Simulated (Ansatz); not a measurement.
System: zinc-blende LiF (model structure). Method: r²SCAN+rVV10 (PAW; Ansatz, an electronic-structure program).

Run with plane-wave cutoff 500 eV, 12×12×12 k mesh, gaussian smearing 0.02 eV, scalar-relativistic PAW data made under PBE.

Cell (relaxed at this level):

```
LiF
1.0
    0.00000     2.13706     2.13706
    2.13706     0.00000     2.13706
    2.13706     2.13706     0.00000
Li F
1 1
Direct
  0.00000   0.00000   0.00000
  0.25000   0.25000   0.25000
```

Problem. Estimate the band gap that the calculation returns.

Solution. 
* **band gap**: 8.63 eV (on the SCF k mesh)

Note: the relaxation could raise the start's symmetry but not lower it, so the cell can be a saddle point.

The computed numbers hold no vibrational or temperature effects.

Computing time: about 20 core-seconds (a rough figure).

A model structure was made by putting elements into a prototype or built by hand; it is no filed structure, need not be a known phase, and can be a saddle point held by its symmetry.
